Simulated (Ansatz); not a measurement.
Cost and result by functional for the surface energy of the (331) surface of silicon in its 1x1 cell, relaxed from an ideal cut (the real face may reconstruct), outermost plane spacing 0.31 Å in the ideal cut, in Ansatz (plane waves, PAW). Single points on the PBE structure, on one kind of machine; costs are rough ratios of the slab run's core time (references not counted) to the cheapest single point. r2SCAN's cost holds its higher cutoff (500 against 420 eV). Differences are taken against r2SCAN for comparison alone: no measured value is at hand, so the table doesn't rank accuracy.

Slab: 20 atoms, 11.6 Å thick at the start; k 7x3x1, smearing 0.025 eV, dipole-corrected; all atoms relaxed; held to the part of the start's symmetry that mesh and held atoms allow; no spin (no spin-polarised run to compare, though such a face may carry moments), no spin-orbit, no U. The slab shows no gap on its mesh. These notes are the PBE run's.

| functional | relative cost | surface energy (J/m²) | less r2SCAN (J/m²) |
|---|---|---|---|
| PBEsol | 1 | 1.63 | -0.13 |
| RPBE | 1 | 1.49 | -0.28 |
| LDA | 1 | 1.69 | -0.08 |
| r2SCAN | 2 | 1.76 | 0.00 |
| PBE (the relaxed run's value) | – | 1.56 | -0.20 |

The values span 0.28 J/m², while the single points' costs differ by a factor of roughly 2. Differences are of unrounded values.

Ansatz is a program for electronic structure.
